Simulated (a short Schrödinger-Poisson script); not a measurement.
Solved with a short Schrödinger-Poisson script written for these runs: one-band effective-mass equation with BenDaniel-Duke matching, electrons, heavy and light holes apart, hard walls at the outer ends, one valence edge for both holes (no strain splitting), no charge, excitons, band mixing or non-parabolicity; under a field the levels are quasi-bound states of a box, listed while three quarters of their weight lies within 4 nm of the wells.

System: coupled double CdTe/Cd0.75Zn0.25Te quantum well.

From the first side: 20 nm Cd0.75Zn0.25Te; 3 nm CdTe; 2 nm Cd0.75Zn0.25Te; 1.8 nm CdTe; 20 nm Cd0.75Zn0.25Te.

The device is made up for the run: typed textbook-type constants, with dimensions and the other settings drawn at random. CdTe: direct gap (eV) 1.5, conduction-band edge (eV) 0, electron mass (mₑ) 0.096, heavy-hole mass 0.6, light-hole mass 0.12. Cd0.75Zn0.25Te: direct gap (eV) 1.65, conduction-band edge (eV) 0.12, electron mass (mₑ) 0.1, heavy-hole mass 0.6, light-hole mass 0.13.

The valence-band edge of each layer lies one gap below its conduction-band edge. The electron's potential energy rises along the stack by the applied field. Mesh 0.03 nm at interfaces.

Give the squared e1-hh1 overlap at zero applied field; the e1 above the well's band edge (meV); the shift of e1-hh1 at 15 kV/cm (meV).

squared e1-hh1 overlap at zero applied field: 0.98; e1 above the well's band edge (meV): 66.3; shift of e1-hh1 at 15 kV/cm (meV): -1.3. Excitons are left out, and strain enters only through the typed gaps and offsets, so measured lines lie elsewhere.
